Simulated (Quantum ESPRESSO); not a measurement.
Worked example: self-consistent single point of V (Im-3m, 1 atom in the cell) in Quantum ESPRESSO.

Computed with PBE, PseudoDojo standard norm-conserving (PBE) pseudopotentials (plane waves; Quantum ESPRESSO 7.5).

```xyz
1
Lattice="1.5074 1.5074 1.5074 -1.5074 1.5074 1.5074 -1.5074 -1.5074 1.5074" Properties=species:S:1:pos:R:3 pbc="T T T"
V      0.0000     0.0000     0.0000
```

Reference input (self-consistent single point, DFT, PBE, plane waves, PseudoDojo standard norm-conserving (PBE) pseudopotentials): ecutwfc = 85 Ry; occupations = smearing; smearing = gaussian; degauss = 0.0073499 Ry; potentials = {V: V.upf}; K_POINTS = automatic 15 15 15 0 0 0; conv_thr = 1e-11 Ry. This run's input differs from it in these lines:

```diff
@@ -15,4 +15,4 @@
    occupations = 'smearing'
-   smearing = 'gaussian'
-   degauss = 0.0073499
+   smearing = 'fermi-dirac'
+   degauss = 0.0147
 /
@@ -26,3 +26,3 @@
 K_POINTS {automatic}
-15 15 15  0 0 0
+24 24 24  0 0 0
```

The program printed (abridged):

```
     Self-consistent Calculation

     iteration #  1     ecut=    85.00 Ry     beta= 0.70

     Threshold (ethr) on eigenvalues was too large:
     Diagonalizing with lowered threshold

     total energy              =    -147.59909500 Ry
     estimated scf accuracy    <       0.06358402 Ry

     iteration #  2     ecut=    85.00 Ry     beta= 0.70

     total energy              =    -147.61692746 Ry
     estimated scf accuracy    <       0.04264194 Ry

     iteration #  3     ecut=    85.00 Ry     beta= 0.70

     total energy              =    -147.62532523 Ry
     estimated scf accuracy    <       0.00009183 Ry

   [... 6 blocks of this kind left out ...]

     iteration # 10     ecut=    85.00 Ry     beta= 0.70

     total energy              =    -147.62538982 Ry
     estimated scf accuracy    <          3.6E-10 Ry

     iteration # 11     ecut=    85.00 Ry     beta= 0.70
     End of self-consistent calculation

     Number of k-points >= 100: set verbosity='high' to print the bands.

     the Fermi energy is    16.4091 ev

!    total energy              =    -147.62538982 Ry
     estimated scf accuracy    <          4.7E-12 Ry
     smearing contrib. (-TS)   =      -0.01500032 Ry
     internal energy E=F+TS    =    -147.61038950 Ry

     convergence has been achieved in  11 iterations

     Forces acting on atoms (cartesian axes, Ry/au):

     atom    1 type  1   force =     0.00000000    0.00000000    0.00000000

     Total force =     0.000000     Total SCF correction =     0.000000

          total   stress  (Ry/bohr**3)                   (kbar)     P=      -18.13
  -0.00012325   0.00000000  -0.00000000          -18.13        0.00       -0.00
   0.00000000  -0.00012325   0.00000000            0.00      -18.13        0.00
  -0.00000000   0.00000000  -0.00012325           -0.00        0.00      -18.13

   JOB DONE.
```

The run converged in 11 iterations. Against the reference run the free energy drops by 104 meV/atom and the pressure goes from -3.34 to -1.81 GPa.

The starting cell has typed, rounded lattice constants, without a prior relaxation at this level. Its lattice was rescaled by up to half a per cent. Spin polarisation is off.

Cost on one core of a shared machine: roughly 60 s.
